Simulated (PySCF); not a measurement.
PySCF 2.14.0, PBE/def2-svp, df: Al(F)(NHiPr)(OH) (CC(C)[NH][Al]([OH])[F]), 16 atoms. The geometry is a generated start, not checked to be a minimum at this level.

| Quantity | Result |
|---|---|
| task | energy |
| method | pbe |
| basis | def2-svp |
| two-electron scheme | density fitting |
| mol.max_memory | 3000 MB |
| mf.max_cycle | 100 |
| mf.conv_tol | 1e-09 (default) |
| mf.grids.level | 3 (default) |
| basis functions | 147 |
| grid points | 192056 |

```xyz
16

Al     0.3120     1.2145     1.9781
F      0.9397     1.0025     3.4917
N      0.1598    -0.2129     0.9312
C     -0.2682    -0.2558    -0.4565
C      0.9241    -0.1588    -1.4097
C     -1.0728    -1.5287    -0.7191
H      0.6386    -1.0643     1.2005
H     -0.9107     0.6159    -0.6163
H      0.5908    -0.1807    -2.4447
H      1.4563     0.7732    -1.2299
H      1.6102    -0.9872    -1.2448
H     -1.4920    -1.5119    -1.7216
H     -0.4337    -2.4046    -0.6246
H     -1.8855    -1.6132    -0.0014
O     -0.1741     2.7020     1.5021
H     -0.3946     3.6101     1.3649
```

With the defaults (mf.DIIS = CDIIS, mf.diis = true, mf.diis_space = 8, mf.level_shift = 0, mf.init_guess = minao, newton = off) it converges in 15 Fock builds. One run each on 2 threads, 1 BLAS thread, with these changes:
- mf.DIIS = EDIIS
- mf.init_guess = atom
- mf.level_shift = 0.3 Hartree
- mf.diis = false
- mf.diis_space = 3
- newton = Hessian by the SCF's own integrals
- mf.init_guess = 1e
- mf.init_guess = mod_huckel
- mf.diis_space = 20

**Question.** Which of these changes keep the SCF from converging, or lead it to another solution?

**Answer.** No convergence: mf.DIIS = EDIIS; mf.diis = false (the run ends without SCF convergence in 100 cycles). The rest reach the solution of the defaults.

| setting | Fock builds | end |
|---|---|---|
| mf.diis_space = 20 | 14 | same solution |
| the defaults | 15 | same solution |
| mf.init_guess = atom | 15 | same solution |
| mf.level_shift = 0.3 Hartree | 17 | same solution |
| mf.init_guess = mod_huckel | 18 | same solution |
| mf.init_guess = 1e | 21 | same solution |
| mf.diis_space = 3 | 26 | same solution |
| newton = Hessian by the SCF's own integrals | 36 | same solution |
| mf.DIIS = EDIIS | 101 | no convergence |
| mf.diis = false | 101 | no convergence |

Under newton the count holds the products with the orbital Hessian.
